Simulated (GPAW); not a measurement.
GPAW run on LuBr3 (P6_3/mmc, 8 atoms in the cell): self-consistent single point.

Method: r2SCAN, GPAW PAW datasets PBE (gpaw-data 1.0.1) (plane waves; GPAW 25.7.0).

```yaml
crystal:
  lattice:
    - [10.06273, 0.00000, 0.00000]
    - [-5.03136, 8.71458, 0.00000]
    - [0.00000, 0.00000, 3.60459]
  atoms:
    - { symbol: Lu, position: [0.33333, 0.66667, 0.75000] }
    - { symbol: Lu, position: [0.66667, 0.33333, 0.25000] }
    - { symbol: Br, position: [0.21557, 0.43115, 0.25000] }
    - { symbol: Br, position: [0.78443, 0.56885, 0.75000] }
    - { symbol: Br, position: [0.78443, 0.21557, 0.75000] }
    - { symbol: Br, position: [0.21557, 0.78443, 0.25000] }
    - { symbol: Br, position: [0.56885, 0.78443, 0.25000] }
    - { symbol: Br, position: [0.43115, 0.21557, 0.75000] }
```

Reference input (self-consistent single point, DFT LDA (Perdew-Wang 92), plane waves, GPAW PAW datasets LDA (gpaw-data 1.0.1)): mode = pw; ecut = 850 eV; xc = LDA; kpts = 2 2 5; mesh shift (steps) = 0.5 0.5 0.5; occupations.name = fermi-dirac; occupations.width = 0.02 eV; nbands = -4; convergence.bands = -2; symmetry.symmorphic = false; symmetry.tolerance = 0.0005; maxiter = 100. This run's input differs from it in these lines:

```diff
@@ -20,3 +20,3 @@
 calc = GPAW(mode={'name': 'pw', 'ecut': 850},
-            xc='LDA',
+            xc='MGGA_X_R2SCAN+MGGA_C_R2SCAN',
             kpts=monkhorst_pack((2, 2, 5)) + [0, 0, 0.5 / 5],
```

Its files differ too (potentials: GPAW PAW datasets PBE (gpaw-data 1.0.1)).

The program printed (abridged):

```
     iter     time        total  log10-change:
                         energy   eigst   dens
iter:   1 --:--:--  -135.998309   -0.31
iter:   2 --:--:--  -116.043037   -1.30  -1.43
iter:   3 --:--:--  -116.284385   -1.49  -1.37
iter:   4 --:--:--  -116.286301   -0.46  -1.31
iter:   5 --:--:--  -116.075245   -1.67  -1.63
iter:   6 --:--:--  -116.687187   -1.53  -1.66
iter:   7 --:--:--  -115.757373   -0.76  -1.49
iter:   8 --:--:--  -115.711413   -1.77  -2.08
iter:   9 --:--:--  -115.647553   -2.94  -1.96
iter:  10 --:--:--  -115.618284   -2.27  -2.28
iter:  11 --:--:--  -115.618308c  -3.48  -3.19
   [... lines left out ...]
iter: 100 --:--:--  -115.618407c  -7.11  -14.16c

Did not converge!

Here are some tips:

1) Make sure the geometry and spin-state is physically sound.
2) Use less aggressive density mixing.
3) Solve the eigenvalue problem more accurately at each scf-step.
4) Use a smoother distribution function for the occupation numbers.
5) Try adding more empty states.
6) Use enough k-points.
7) Don't let your structure optimization algorithm take too large steps.
8) Solve the Poisson equation more accurately.
9) Better initial guess for the wave functions.

See details here:

    https://gpaw.readthedocs.io/documentation/convergence.html
Traceback (most recent call last):
   [... frames left out ...]
gpaw.KohnShamConvergenceError: Did not converge!  See text output for help.
```

The run ended unconverged after 100 iterations. 

The starting cell comes from a database of computed structures (which also holds hypothetical and non-ambient phases and stackings), without a prior relaxation at this level. Its lattice was rescaled by a random factor within 2.5 % of one.

Cost on one core of a shared machine: roughly 50 min.
